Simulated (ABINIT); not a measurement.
ABINIT run on SbPbBrO2 (I4mm, 5 atoms in the cell): self-consistent single point.

Method of the run: LDA (PW92), PAW (JTH v2.0 LDA PAW) (plane waves; ABINIT).

```
SbPbBrO2
1.0
   -1.96596     1.96596     6.50143
    1.96596    -1.96596     6.50143
    1.96596     1.96596    -6.50143
Sb Pb Br O
1 1 1 2
Direct
  0.32895   0.32895   0.00000
  0.63881   0.63881   0.00000
  0.99801   0.99801   0.00000
  0.75502   0.25502   0.50000
  0.25502   0.75502   0.50000
```

Reference input (self-consistent single point, DFT, LDA (PW92), plane waves, PAW (JTH v2.0 LDA PAW)): pseudos = [Sb.LDA_PW-JTH.xml, Pb.LDA_PW-JTH.xml, Br.LDA_PW-JTH.xml, O.LDA_PW-JTH.xml]; ecut = 24 Ha; pawecutdg = 48 Ha; pawxcdev = 0; occopt = 1; ngkpt = 7 7 7; nshiftk = 1; shiftk = 0 0 0; potentials = JTH v2.0 LDA PAW; nband = 26; kptopt = 1; nstep = 60. This run's input differs from it in these lines:

```diff
@@ -24,3 +24,3 @@
 kptopt 1
-ngkpt 7 7 7
+ngkpt 4 4 4
 nshiftk 1
```

Output, abridged:

```
--- !BeginCycle
solver: {iscf: 17, nstep: 60, nline: 4, wfoptalg: 10, }
tolerances: {tolvrs: 1.00E-11, }
...

     iter   Etot(hartree)      deltaE(h)  residm     nres2
 ETOT  1  -183.69456260000    -1.837E+02 6.254E+00 4.054E+02
 ETOT  2  -191.60049058588    -7.906E+00 6.687E-01 1.956E+03
 ETOT  3  -190.58093809054     1.020E+00 5.833E-01 1.123E+03
 ETOT  4  -190.60420807893    -2.327E-02 3.313E-02 4.820E+02
 ETOT  5  -190.58787670690     1.633E-02 1.108E-02 5.099E+02
   [... 23 lines left out ...]
 ETOT 29  -190.24276592598    -8.242E-13 2.372E-05 6.727E-10
 ETOT 30  -190.24276592598     1.933E-12 3.440E-06 5.028E-10
 ETOT 31  -190.24276592598    -5.343E-12 1.566E-05 4.606E-11
 ETOT 32  -190.24276592598     2.302E-12 2.467E-06 3.609E-12
 At SCF step   32       nres2   =  3.61E-12 < tolvrs=  1.00E-11 =>converged.

 Cartesian components of stress tensor (hartree/bohr^3)
  sigma(1 1)=  2.38335693E-04  sigma(3 2)=  0.00000000E+00
  sigma(2 2)=  2.38335693E-04  sigma(3 1)=  0.00000000E+00
  sigma(3 3)=  1.84923191E-04  sigma(2 1)=  0.00000000E+00

 ----iterations are completed or convergence reached----

 reduced coordinates (array xred) for    5 atoms
       0.328950000000      0.328950000000      0.000000000000
       0.638810000000      0.638810000000      0.000000000000
       0.998010000000      0.998010000000      0.000000000000
       0.755020000000      0.255020000000      0.500000000000
       0.255020000000      0.755020000000      0.500000000000
 cartesian forces (eV/Angstrom) at end:
    1     -0.00000000000000    -0.00000000000000    -0.64927534175553
   [... lines left out ...]
 Fermi (or HOMO) energy (hartree) =   0.13467   Average Vxc (hartree)=  -0.36572
   [... lines left out ...]
local_psp           : -1.88465636869212E+02
total_energy        : -1.90242765678759E+02
total_energy_eV     : -5.17676892347275E+03
...

-Cartesian components of stress tensor (GPa)         [Pressure= -6.4883E+00 GPa]
- sigma(1 1)=  7.01207700E+00  sigma(3 2)=  0.00000000E+00
- sigma(2 2)=  7.01207700E+00  sigma(3 1)=  0.00000000E+00
- sigma(3 3)=  5.44062719E+00  sigma(2 1)=  0.00000000E+00

 Calculation completed.
```

The run converged in 32 iterations. Against the reference run the free energy goes up by 1.4 meV/atom, the pressure moves little (-6.50 to -6.49 GPa), the largest force goes from 0.673 to 0.649 eV/Å and the gap on the mesh goes from 1.378 to 1.441 eV.

The starting cell comes from a database of computed structures (which also holds hypothetical and non-ambient phases and stackings), without a prior relaxation at this level. Spin-orbit coupling is off. With a pressure of about -6 GPa the cell is away from its equilibrium volume at this level. Another mesh or the band path of this cell gives a smaller gap, so this value is not converged in the mesh.

Cost on one core of a shared machine: roughly 2 min.
